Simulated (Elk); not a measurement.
Worked example: self-consistent single point of MoS2 (P-3m1, 3 atoms in the cell) in Elk.

Method of the run: PBEsol, all-electron FP-LAPW, Elk's shipped species files, APW+lo basis with extra local orbitals (Elk).

```xyz
3
Lattice="3.2275 0.0000 0.0000 -1.6137 2.7951 0.0000 0.0000 0.0000 6.3125" Properties=species:S:1:pos:R:3 pbc="T T T"
Mo     0.0000     0.0000     3.1562
S      0.0000     1.8634     1.6117
S      1.6137     0.9317     4.7008
```

Reference input (self-consistent single point, DFT, LDA (PW92), all-electron FP-LAPW, Elk's shipped species files, APW+lo basis with extra local orbitals): xctype = 3; rgkmax = 8; stype = 0; swidth = 0.00367493 Ha; ngridk = 15 15 7; gmaxvr = 16 1/bohr; nxlo = 2; lorbcnd = true; rmtscf = 0.89; lmaxi = 2. This run's input differs from it in these lines:

```diff
@@ -4,3 +4,3 @@
 xctype
-  3
+  22
```

The program printed (abridged):

```
│ Self-consistent loop started │
│ Loop number : 1 │
 total energy                :     -4836.01148038
│ Loop number : 2 │
 total energy                :     -4836.70142275
RMS change in Kohn-Sham potential (target) :   0.4134360583     (  0.1000000000E-05)
Absolute change in total energy (target)   :   0.6899423708     (  0.1000000000E-03)
│ Loop number : 3 │
 total energy                :     -4836.46182761
RMS change in Kohn-Sham potential (target) :   0.4084997675     (  0.1000000000E-05)
Absolute change in total energy (target)   :   0.6710955530E-01 (  0.1000000000E-03)
│ Loop number : 4 │
   [... lines left out ...]
Absolute change in total energy (target)   :   0.5947687514E-03 (  0.1000000000E-03)
│ Loop number : 15 │
 total energy                :     -4844.73956348
RMS change in Kohn-Sham potential (target) :   0.2993005591E-06 (  0.1000000000E-05)
Absolute change in total energy (target)   :   0.1747226715E-03 (  0.1000000000E-03)
│ Loop number : 16 │
 total energy                :     -4844.73955139
RMS change in Kohn-Sham potential (target) :   0.4774950993E-07 (  0.1000000000E-05)
Absolute change in total energy (target)   :   0.3159764583E-04 (  0.1000000000E-03)
Convergence targets achieved

│ Loop number : 17 │

Energies :
 Fermi                       :     0.288409047481
 total energy                :     -4844.73955451

Density of states at Fermi energy :    35.02536749
 (states/Hartree/unit cell)

Estimated indirect band gap :   0.9993517333E-03
 from k-point    117 to k-point      3
Estimated direct band gap   :   0.4146433468E-02
 at k-point     75

Charges :
 core                        :    48.00000000
 valence                     :    26.00000000
 interstitial                :    6.889922129
 muffin-tins (core leakage)
  species :    1 (Mo)
   atom    1                 :    39.61983821     (  0.3032067522E-05)
  species :    2 (S)
   atom    1                 :    13.74511983     (  0.3508320989E-03)
   atom    2                 :    13.74511983     (  0.3508320989E-03)
 total in muffin-tins        :    67.11007787
 total calculated charge     :    73.99360451
 total charge                :    74.00000000
 error                       :   0.6395487010E-02

│ Self-consistent loop stopped │
```

The run converged in 17 iterations. The count includes the last loop, which Elk runs after its targets are met. 

The starting cell comes from a database of computed structures (which also holds hypothetical and non-ambient phases and stackings), without a prior relaxation at this level. Spin polarisation is off. Values depend on the basis (sphere radii, cutoffs, local orbitals), which need not be converged. The log's line on a gap gives a spacing of levels on this mesh, which the program prints for metals too.

Cost on one core of a shared machine: roughly 5 min.
